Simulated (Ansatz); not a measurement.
Ansatz (an electronic-structure program), DFT, PBE, plane waves, its default PAW files: unreconstructed Ge(100) slab of 8 layers, 2x2, atoms displaced (Ge32), unrelaxed, 32 atoms. Basis and mesh were picked for this test and aren't claimed converged.

| Quantity | Value |
|---|---|
| cell | 8.00, 8.00, 23.90 Å; 90, 90, 90° |
| distance to the nearest atom | 2.12 to 2.52 Å |
| task | single point |
| k mesh | 4×4×1 |
| hamiltonian.xc | pbe |
| kind of files | paw |
| scf.occupations.method | fermi_dirac |
| scf.occupations.width | 0.1 eV |
| output.forces | true |
| memory maximum (--max-ram) | 200GiB |
| accuracy | medium (default) |
| basis.precision | auto (default) |
| basis.xc_grid | 2 (default) |
| scf.eigensolver.kind | auto (default) |
| scf.mixing.algorithm | auto (default) |
| scf.mixing.preconditioner | auto (default) |
| scf.convergence.dr2_threshold | 1e-07 (default) |
| scf.lower_state_search | light (default) |
| k-points after symmetry | 10 |
| bands at the start | 256 |
| electrons | 448 |
| plane waves at Γ | 29839 |
| cutoff (eV) | 420 |
| FFT grid | 54×54×160 |
| symmetry operations | 1 |

It runs on a single node (Arm Neoverse V2, 96 cores on 1 socket, no SMT, 1 L3 cache group; 94 cores' worth of CPU time may be used).

Wall times, medians of two to five repeats, each run alone on the node (launch to exit). Unless noted, each process is bound to its own block of adjacent cores. Build: release build for Arm (Neoverse V2), one process with threads. Other compilers and libraries give other times. Scratch files lie in a memory file system.

Started as
```bash
OMP_NUM_THREADS=32 ANSATZ_TIMINGS=1 ansatz run --backend cpu --threads 32 --max-ram 200GiB --events-out run.ndjson --runs-dir run.runs --progress --plain run.yaml
```
(32 threads, --pin auto (default)) it takes 15 s and 9 SCF iterations.

**Question.** What happens to the run time with 88 threads, --pin off?

**Answer.** About 8.1 s (3 runs within 6 %): 1.9× as fast, on 88 cores in place of 32, so 1.5× the core-time. The largest move is in band solves (diag): 12 s to 6.3 s. What the program resolved moves too: workers bound from true to false. Applications of H to a band go from 44405 to 44402. Change in the result: energy under 0.001 meV/atom, forces (largest component) under 0.001 meV/Å.

Keys are those of Ansatz 0.2.
